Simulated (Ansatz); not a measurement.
# A computed series for MgO: response to strain

The reference is MgO (space group P3m1, No. 156; a = 3.265 Å, c = 15.509 Å; a cell from a computed database, its experimental status unchecked). Axes: x lies along a and z along c of the hexagonal cell.

Strains are applied to the cell and any free atomic positions relax; under stress the whole cell relaxes.

Method: PBEsol (Ansatz, a quantum-chemistry and plane-wave program; PAW; 420 eV plane waves; no spin-orbit coupling).

Notes on the quantities. energy relative to the base: free energy F.

| variant | band gap | volume per atom | energy relative to the base |
|---|---|---|---|
| base | 3.43 eV | 11.93 Å³ | 0 meV/atom |
| isotropic strain −0.86 % | … | 11.63 Å³ | +3.0 meV/atom |
| uniaxial strain ε_yy = +1.36 % | 3.34 eV | 12.10 Å³ | +1.3 meV/atom |
| uniaxial strain ε_yy = +3.30 % | 3.20 eV | 12.33 Å³ | +7.5 meV/atom |
| uniaxial stress, 3 GPa compression along z | 3.34 eV | … | +3.4 meV/atom |

Question: What belongs in the blanks?

Answer: 
- isotropic strain −0.86 %, band gap: 3.57 eV
- uniaxial stress, 3 GPa compression along z, volume per atom: 11.79 Å³

Stability under load was not tested beyond the relaxation. The base started in Cm and relaxed to P3m1 at this level. This is not the structure that MgO has at room temperature and ambient pressure.
